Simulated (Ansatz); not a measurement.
Worked example: self-consistent single point of Mg3Au (P3m1, 8 atoms in the cell) in Ansatz (a program for electronic structure).

Computed with LDA (PW92), default PAW files made with PBE (plane waves; Ansatz).

```
CELL_PARAMETERS angstrom
      4.64986     0.00000     0.00000
     -2.32493     4.02690     0.00000
      0.00000     0.00000     8.45142
ATOMIC_POSITIONS crystal
  Mg 0.00000 0.00000 0.25592
  Mg 0.00000 0.00000 0.75000
  Mg 0.33333 0.66667 0.92263
  Mg 0.66667 0.33333 0.07737
  Mg 0.66667 0.33333 0.42263
  Mg 0.33333 0.66667 0.57737
  Au 0.33333 0.66667 0.25000
  Au 0.66667 0.33333 0.75000
```

Reference input (self-consistent single point, DFT, LDA (PW92), plane waves, default PAW files made with PBE): basis.ecutwfc = 420 eV; kpoints.mp_grid.grid = 7 7 3; hamiltonian.xc = lda; hamiltonian.pseudopotentials = {kind: paw} (the program's default PAW files); scf.occupations.method = gaussian; scf.occupations.width = 0.1 eV. This run's input differs from it in these lines:

Ansatz 0.2 input:
```diff
@@ -18,3 +18,3 @@
 kpoints:
-  mp_grid: { grid: [7, 7, 3] }
+  mp_grid: { grid: [13, 13, 7] }
 hamiltonian:
@@ -23,3 +23,3 @@
 scf:
-  occupations: { method: gaussian, width: 0.1 }
+  occupations: { method: gaussian, width: 0.05 }
 output:
```

Output (repeated stretches shortened):

```
SCF iter   1: F=—  HF=-37142.991167 eV  |F-HF|=—  |Δ(HF+E_count)|=         —  Δρ=6.48e-3  dr2=2.23e-2  ethr=1.77e-3  ⟨swp⟩=7.2  Hψ=28258  notcnv=0  defer=144
all-band conjugate gradients solve this SCF's bands
preconditioner: auto → Kerker (q_TF=auto, 2.519 Å⁻¹)
SCF iter   2: F=—  HF=-37142.967985 eV  |F-HF|=—  |Δ(HF+E_count)|=   2.32e-2  Δρ=2.63e-3  dr2=5.02e-3  ethr=2.28e-5  ⟨swp⟩=2.0  Hψ=15219  notcnv=0  defer=530
   [... lines left out ...]
SCF iter   5: F=—  HF=-37142.965930 eV  |F-HF|=—  |Δ(HF+E_count)|=   8.21e-6  Δρ=6.92e-5  dr2=1.39e-5  ethr=7.36e-8  ⟨swp⟩=2.0  Hψ=9004  notcnv=0  defer=530
SCF iter   6: F=—  HF=-37142.965926 eV  |F-HF|=—  |Δ(HF+E_count)|=   3.26e-6  Δρ=2.12e-5  dr2=1.24e-6  ethr=1.42e-8  ⟨swp⟩=2.0  Hψ=9010  notcnv=0  defer=530
SCF iter   7: F=—  HF=-37142.965926 eV  |F-HF|=—  |Δ(HF+E_count)|=   2.23e-7  Δρ=7.23e-6  dr2=1.43e-7  ethr=1.26e-9  ⟨swp⟩=2.0  Hψ=8980  notcnv=0  defer=530
SCF iter   8: F=-37142.965926 eV  HF=-37142.965926 eV  |F-HF|=1.60e-9  |Δ(HF+E_count)|=   2.88e-8  Δρ=1.58e-6  dr2=3.56e-9  ethr=1.02e-10  ⟨swp⟩=10.3  Hψ=31941  notcnv=0
SCF 1 converged in 8 iterations: F = -37142.965926 eV  dr2 = 3.56e-9
Free energy (F): -37142.965926 eV
Internal energy: -37142.962132 eV  (E = F + TS)
E sigma→0 (E₀):  -37142.964029 eV
Entropy (-TS):   -0.003795 eV (-0.474 meV/atom)
Fermi energy:    9.250331 eV
--- Forces (eV/Å), atoms counted from 1 ---
  atom   1  Mg     0.00000000    -0.00000000    -0.07421410
  atom   2  Mg     0.00000000     0.00000000    -0.00514937
  atom   3  Mg     0.00000000    -0.00000000     0.02056836
  atom   4  Mg     0.00000000     0.00000000     0.01133134
  atom   5  Mg     0.00000000     0.00000000     0.04969200
  atom   6  Mg     0.00000000    -0.00000000    -0.01771474
  atom   7  Au     0.00000000     0.00000000     0.00349896
  atom   8  Au     0.00000000    -0.00000000     0.01198658
--- Stress (GPa, compression-positive) ---
       -2.069006       0.000000       0.000000
        0.000000      -2.069006       0.000000
        0.000000       0.000000      -2.230480
  P = ⅓ Tr σ = -2.1228 GPa (-21.228 kbar)
  The stress holds the Pulay correction. Without it, at fixed plane waves, as pw.x and ABINIT print it: P = -2.1355 GPa
```

The run converged in 8 iterations. Against the reference run the free energy hardly moves (within 1 meV/atom), the pressure stays near -2.12 GPa while the zz stress (positive for compression) goes from -1.73 to -2.23 GPa and the largest force moves little (0.073 to 0.074 eV/Å).

The starting cell comes from a database of computed structures (which also holds hypothetical and non-ambient phases and stackings), without a prior relaxation at this level. Its lattice was rescaled by up to half a per cent. One atom was moved a little off its site on purpose. Ansatz's pressure includes its estimate of the finite-basis (Pulay) stress.

Cost on one core of a shared machine: roughly 70 s.
